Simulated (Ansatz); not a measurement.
Levels about the gap of amorphous IGZO (In15Ga15Zn15O60) (105 atoms in a cell of 1425 Å³, 5.49 g/cm³; zone centre alone, so wide bands show as single levels with stretches between that a denser mesh fills), at the geometry that PBE relaxed, where it gives -0.2 GPa on a denser mesh. Exact exchange is cut at the faces of this small cell, which leaves a finite-size error. The participation number counts the atoms over which a state spreads; weights are charges in smoothed Voronoi cells. The levels come from a single point, so bond lengths are those of that geometry. Method of the levels: HSE06, scalar-relativistic without spin-orbit coupling (Ansatz, an electronic-structure program). Sampling: the zone centre alone; Fermi-Dirac width 0.02 eV; no spin polarisation. At PBE the levels at the filled edge of the gap are localised (band-tail or defect states).

A CHGNet melt-quench gave the starting glass, which DFT then relaxed. O atoms were pushed apart under 1.9 Å during the dynamics, to hinder bonds among them. The hot cell started wider than the set density and was brought back towards it in steps. It is the lowest in DFT energy of 4 quenches. It is a model cell: composition and starting density were chosen by hand, and all elements were melted together. No dispersion term was used. Its density started from a set value of 5.49 and ended at 5.49 g/cm³. The simulated quench (nominally 170 K/ps over its main leg) is rapid and tends to freeze in more defects than a deposited or slowly cooled glass has. One small periodic cell is one sample of the glass; other quenches scatter about these values. The volume was held where the preparation left it and the shape relaxed, at a PBE pressure of -0.2 GPa (tension).

```csv
"E - E(highest filled), eV",filling,participation number,largest on,weight O,weight In,weight Zn,weight Ga
-0.26,filled,22.6,"O, 3 neighbours",0.88,0.02,0.09,0.01
-0.24,filled,22.4,"O, 3 neighbours",0.90,0.03,0.06,0.01
-0.21,filled,23.0,"O, 3 neighbours",0.89,0.03,0.06,0.02
-0.18,filled,16.1,"O, 3 neighbours",0.88,0.02,0.09,0.01
-0.12,filled,19.7,"O, 3 neighbours",0.88,0.02,0.09,0.01
-0.05,filled,8.0,"O, 3 neighbours",0.87,0.02,0.09,0.01
0.00,filled,18.7,"O, 3 neighbours",0.87,0.01,0.10,0.02
2.31,empty,93.5,"In, 4 neighbours",0.49,0.23,0.15,0.13
4.37,empty,25.1,"In, 4 neighbours",0.56,0.31,0.07,0.06
4.70,empty,49.6,"In, 5 neighbours",0.57,0.30,0.07,0.06
4.72,empty,57.7,"In, 5 neighbours",0.56,0.24,0.10,0.10
4.82,empty,44.5,"In, 5 neighbours",0.56,0.21,0.13,0.10
4.93,empty,62.6,"In, 5 neighbours",0.56,0.19,0.14,0.10
5.10,empty,63.8,"In, 5 neighbours",0.58,0.18,0.12,0.13
```

Most localised among these is the filled level at -0.05 eV, on a O atom, which has 3 neighbours (Zn 1.88 Å, In 2.06 Å, In 2.16 Å).
